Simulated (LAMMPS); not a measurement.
Fault surfaces of W (bcc) on several planes, rigid shifts with relaxation along the normal.

Method: classical force field (static), pair style meam, file WL.meam, run in LAMMPS.

| plane | largest on the first line | largest on the surface | first line along |
|---|---|---|---|
| (-1-12) | 1840 mJ/m² | 6680 mJ/m² | [111] |
| (-2-13) | 1810 mJ/m² | - | [111] |
| (001) | 4630 mJ/m² | 5590 mJ/m² | [100] |
